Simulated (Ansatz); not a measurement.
**Short convergence ladders for Ca₂AgPd₂ (Imm2, 5 atoms in the cell)**

```xyz
5
Lattice="-2.2506 2.9019 4.2294 2.2506 -2.9019 4.2294 2.2506 2.9019 -4.2294" Properties=species:S:1:pos:R:3 pbc="T T T"
Ca     0.0000     2.9019     1.7604
Ca     2.2506     0.0000     2.5189
Ag     0.0000     0.0000     0.0000
Pd     0.0000     1.3418     4.2294
Pd     2.2506     1.5601     0.0000
```

Base method: PBEsol, default PAW files made with PBE (plane waves; Ansatz, an electronic-structure program).

Base settings: basis.ecutwfc = 420 eV; kpoints.mp_grid.grid = 7 7 7; hamiltonian.xc = pbesol; hamiltonian.pseudopotentials = {kind: paw} (the program's default PAW files); scf.occupations.method = fermi_dirac; scf.occupations.width = 0.1 eV.

The count of work is k-points × plane waves × bands × iterations; it is no time. Core times come from one kind of shared machine, to one figure; runs under 30 s give none.

**Shifted k-point meshes**

In this ladder: kpoints.mp_grid.shift = 0.5 0.5 0.5.

Only quantities that move along the ladder and can be compared are tabulated.

```csv
kpoints.mp_grid.grid,free energy less the last step's (meV/atom),pressure (GPa),largest difference of a force vector from the last step's (eV/Å),count of work / last,core time / last (rough)
2 2 2,10.85,-2.42,0.034,0.0068,–
4 4 4,5.85,-2.69,0.070,0.029,–
6 6 6,-0.08,-2.68,0.009,0.088,–
8 8 8,0.16,-2.70,0.006,0.18,0.2
10 10 10,-0.19,-2.70,0.002,0.33,0.3
15 15 15,0.00,-2.70,0.000,1.0,1
```

Coarsest kpoints.mp_grid.grid that holds the forces within 0.005 eV/Å of the last step, with all finer ones: 10 10 10, at 0.33 of the last step's count of work and about 0.3 of the last step's time; the step before is off by 0.006 eV/Å.

Coarsest kpoints.mp_grid.grid that holds the pressure within 0.2 GPa of the last step, with all finer ones: 4 4 4, at 0.029 of the last step's count of work; the step before is off by 0.28 GPa.

Coarsest kpoints.mp_grid.grid that holds the free energy within 0.5 meV/atom of the last step, with all finer ones: 6 6 6, at 0.088 of the last step's count of work; the step before is off by 5.9 meV/atom.

**The k-point mesh at a smearing width of 0.05 eV**

In this ladder: scf.occupations.width = 0.05 eV.

The second cell is the first with its lattice scaled by 0.98.

Only quantities that move along the ladder and can be compared are tabulated.

```csv
kpoints.mp_grid.grid,free energy less the last step's (meV/atom),energy of the compressed cell less the first (meV/atom),pressure (GPa),largest difference of a force vector from the last step's (eV/Å),count of work / last
3 3 3,-27.84,-6.19,-2.79,0.031,0.025
4 4 4,-3.81,-5.92,-2.76,0.029,0.056
5 5 5,-3.43,-5.97,-2.75,0.040,0.096
7 7 7,1.17,-5.43,-2.69,0.001,0.23
10 10 10,-0.01,-5.58,-2.71,0.007,0.61
12 12 12,0.00,-5.57,-2.71,0.000,1.0
```

Coarsest kpoints.mp_grid.grid that holds the free energy within 5 meV/atom of the last step, with all finer ones: 4 4 4, at 0.056 of the last step's count of work; the step before is off by 28 meV/atom.

Coarsest kpoints.mp_grid.grid that holds the energy of the compressed cell less the first within 0.5 meV/atom of the last step, with all finer ones: 4 4 4, at 0.056 of the last step's count of work; the step before is off by 0.62 meV/atom.

The energy difference between the two cells stays within 1 meV/atom of the last step's from 3 3 3 on, the total only from 10 10 10 on: much of the error is common to both cells and cancels.

Two neighbours can agree and both be off: 4 4 4 and 5 5 5 differ by 0.38 meV/atom in the free energy, yet lie about 3.4 meV/atom from the last step.

**The mesh under tetrahedron occupations**

In this ladder: scf.occupations.method = tetrahedron; scf.occupations.width = default.

Only quantities that move along the ladder and can be compared are tabulated.

```tsv
kpoints.mp_grid.grid	free energy less the last step's (meV/atom)	pressure (GPa)	largest difference of a force vector from the last step's (eV/Å)	count of work / last	core time / last (rough)
4 4 4	0.49	-2.78	0.079	0.025	–
5 5 5	-2.31	-2.75	0.027	0.038	–
6 6 6	1.10	-2.70	0.010	0.063	–
9 9 9	0.10	-2.72	0.004	0.17	0.2
14 14 14	0.01	-2.72	0.001	0.59	0.6
17 17 17	0.00	-2.72	0.000	1.0	1
```

Coarsest kpoints.mp_grid.grid that holds the forces within 0.02 eV/Å of the last step, with all finer ones: 6 6 6, at 0.063 of the last step's count of work; the step before is off by 0.027 eV/Å.

Coarsest kpoints.mp_grid.grid that holds the free energy within 2 meV/atom of the last step, with all finer ones: 6 6 6, at 0.063 of the last step's count of work; the step before is off by 2.3 meV/atom.

Coarsest kpoints.mp_grid.grid that holds the pressure within 0.05 GPa of the last step, with all finer ones: 5 5 5, at 0.038 of the last step's count of work; the step before is off by 0.07 GPa.

On the base run: the starting cell comes from a database of computed structures (which also holds hypothetical and non-ambient phases and stackings), without a prior relaxation at this level. Its lattice was rescaled by up to half a per cent. One atom was moved a little off its site on purpose. Spin polarisation is off. Ansatz's pressure includes its estimate of the finite-basis (Pulay) stress.

Keys are those of Ansatz 0.2.
